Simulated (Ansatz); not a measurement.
Abridged Ansatz (a first-principles code) output:

```
Relaxation: its limit of steps is 50 (relax.max_steps)
Pseudopotential: Al, paw, valence charge 3
Pseudopotential: Ti, paw, valence charge 12
Crystal: 2 atoms, lattice volume = 30.853 Å³
Basis set: ecut = 500 eV, 755 PW (Γ), exchange–correlation on 80×80×128 points (64 copies of the dense FFT grid, shifted against one another)
Bands: 12, of which v1, the nominal top of the filled ones, is band 8 counted from 1 (7 counted from 0)
Symmetry: 16 space group operations
k-points: 528 of 5600
Functional: x = r2scan, c = r2scan; τ floored in thin density (d = 2e-4 eV/Å³)
SCF iter   1: F=—  HF=-3045.775099 eV  |F-HF|=—  |Δ(HF+E_count)|=         —  Δρ=4.89e-2  dr2=6.86e-1  dr2_τ=3.23e-2  ethr=3.10e-3  ⟨swp⟩=4.5  Hψ=31915  notcnv=0
SCF iter   2: F=—  HF=-3045.725610 eV  |F-HF|=—  |Δ(HF+E_count)|=   4.95e-2  Δρ=2.43e-2  dr2=2.36e-1  dr2_τ=2.66e-3  ethr=3.10e-3  ⟨swp⟩=2.7  Hψ=15181  notcnv=0
SCF 1 converged in 8 iterations: F = -3045.684978 eV  dr2 = 2.85e-9
relax step   1: F+E_penalty+E_count = -3045.68497780 eV  Δ(F+E_penalty+E_count) = +0.000e0 eV  max|allowed force component| = 1.726e-31 eV/Å  Δτ_max = 0.0000 Å  P = +5.294 GPa  Ω = 30.853 Å³  fix = [a, b, gamma]  reactions: a +6.740, b +6.740 GPa  (8 SCF iters, dr2 threshold 1.00e-7 eV, accepted)
[... steps on the carried basis left out ...]
relax step   4: F+E_penalty+E_count = -3045.68748671 eV  Δ(F+E_penalty+E_count) = -9.798e-7 eV  max|allowed force component| = 1.479e-30 eV/Å  Δτ_max = 0.0000 Å  P = +3.723 GPa  Ω = 31.207 Å³  energy of the carried Pulay correction = -1.263e-4 eV  fix = [a, b, gamma]  reactions: a +5.584, b +5.584 GPa  (4 SCF iters, dr2 threshold 6.27e-10 eV, accepted)
Crystal: 2 atoms, lattice volume = 31.207 Å³
SCF iter   1: F=—  HF=-3045.687616 eV  |F-HF|=—  |Δ(HF+E_count)|=         —  Δρ=2.71e-5  dr2=2.35e-8  dr2_τ=2.01e-7  ethr=7.36e-9  ⟨swp⟩=3.0  Hψ=50157  notcnv=0
SCF iter   2: F=—  HF=-3045.687616 eV  |F-HF|=—  |Δ(HF+E_count)|=   9.29e-8  Δρ=1.37e-5  dr2=6.26e-9  dr2_τ=7.23e-9  ethr=1.56e-10  ⟨swp⟩=2.2  Hψ=9766  notcnv=0
SCF 5 converged in 7 iterations: F = -3045.687616 eV  dr2 = 7.66e-15
SCF converged after 7 iterations
Free energy (F): -3045.687616 eV
Internal energy: -3045.635662 eV  (E = F + TS)
E sigma→0 (E₀):  -3045.661639 eV
Entropy (-TS):   -0.051954 eV (-25.977 meV/atom)
Fermi energy:    11.460217 eV
--- Forces (eV/Å), atoms counted from 1 ---
  atom   1  Al     0.00000000    -0.00000000    -0.00000000
  atom   2  Ti    -0.00000000     0.00000000     0.00000000
--- Stress (GPa, compression-positive) ---
        5.585224       0.000000       0.000000
        0.000000       5.585224       0.000000
        0.000000       0.000000       0.002334
  P = ⅓ Tr σ = 3.7243 GPa (37.243 kbar)
--- Relaxed structure (4 steps of the walk, 4 accepted, 1 SCFs on fresh bases) ---
  cell:  # Å, volume = 31.2070 Å³
    - [2.7378583678, 0.0, 0.0]
    - [0.0, 2.7378583678, 0.0]
    - [0.0, 0.0, 4.163231691111419]
  atoms:
    - { symbol: Al, position: [0.49999999999999994, 0.49999999999999994, 0.5] }
    - { symbol: Ti, position: [-1.79937719627205e-47, -8.793049555805124e-36, 0.0] }
```

### Question
What was computed, and what are the main results?

### Answer
TiAl, 2 atoms in the cell, with r2SCAN/PAW in Ansatz, no spin-orbit coupling, earlier PAW set. The last SCF converged to F = -3045.687616 eV, or -1522.8438 eV per atom, at a pressure of 3.72 GPa. The total energy compares only with runs of the same code, potentials and settings.

The cells carry an imposed strain or load. Whether these cells are dynamically stable was not tested. All final runs are without spin polarisation. The cell was made from TiAl (space group P4/mmm, No. 123) by this change: biaxial strain −2.66 %, plane normal [001], relaxed out of plane.

Keys are those of Ansatz 0.2.
